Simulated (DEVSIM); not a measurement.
System: Schottky contact on n-type Si, at 250 K.

Layer 1 from the left is Si, thickness (μm) 1.70, Nd (cm⁻³) 9.2e15, τn (s) 7e-5, τp (s) 7e-5.

Left contact: Schottky, work function 4.67 eV, emission velocity 5.2e6 cm/s. Right contact: ohmic. Voltage is applied to the left contact. Recombination: SRH at mid-gap, radiative, Auger. Gap narrowing is on: ΔEg = 6.92 meV × (l + √(l² + 0.5)), l = ln(N/1.3e17 cm⁻³), shared equally by both band edges. Mobility is constant in doping.

Constants are typed, rounded textbook-type inputs, not results; the design itself was drawn at random and stands for no fabricated device. Values at 300 K; Nc and Nv go as T^1.5, mobilities as T to minus their exponent, the gap by Varshni's rule with the affinity fixed.

Si: gap (eV) 1.124, affinity (eV) 4.05, permittivity 11.7, Nc (cm⁻³) 2.86e19, Nv (cm⁻³) 3.1e19, μn (cm²/Vs) 1417, μp (cm²/Vs) 470, T exponent of μn 2.3, T exponent of μp 2.2, B (cm³/s) 4.7e-15, Cn (cm⁶/s) 2.8e-31, Cp (cm⁶/s) 9.9e-32, Varshni α (eV/K) 0.000473, Varshni β (K) 636.

DEVSIM, 1D drift-diffusion, Boltzmann statistics, complete ionisation; no tunnelling, impact ionisation, image-force lowering or self-heating. Metal contacts follow the ideal Schottky-Mott rule: no Fermi-level pinning, no interface dipoles.

Dark forward current:

```csv
|V| (V),|J| (A/cm²)
0.05,4.984e-5
0.10,0.0005544
0.15,0.005656
0.20,0.05711
0.25,0.5731
0.30,5.642
0.35,49.69
0.40,276.0
0.45,781.6
0.50,1463
0.55,2234
```

Question: Work out the local ideality factor n = ΔV / (kT/q · ln(J2/J1)) between the rows 0.10 and 0.15 V, 0.50 and 0.55 V.

Answer: kT/q = 21.54 mV. From 0.10 to 0.15 V: ln(0.005656/0.0005544) = 2.323, n = 1.00, near the 1 of diffusion or emission over a barrier. From 0.50 to 0.55 V: ln(2234/1463) = 0.423, n = 5.48; the layers' resistance at their doping, Σ W/(qμN) = 5.4e-5 Ω cm², would take 41 mV of this step of 50 mV.

Question: Estimate the current at 0.20 V for emission alone, J0 = q v N_band exp(−φB/kT), and read the barrier back from the simulated current.

Answer: φB = 0.620 eV, N_band = 2.18e19 cm⁻³, J0 = 5.72e-6 A/cm²; J = J0 (exp(qV/kT) − 1) = 0.0617 A/cm². The simulation gives 0.0571 A/cm²; the estimate lies 8.0 % above. Read backwards, the simulated current gives an apparent barrier of 0.622 eV. The estimate leaves out transport through the depletion region and minority injection.
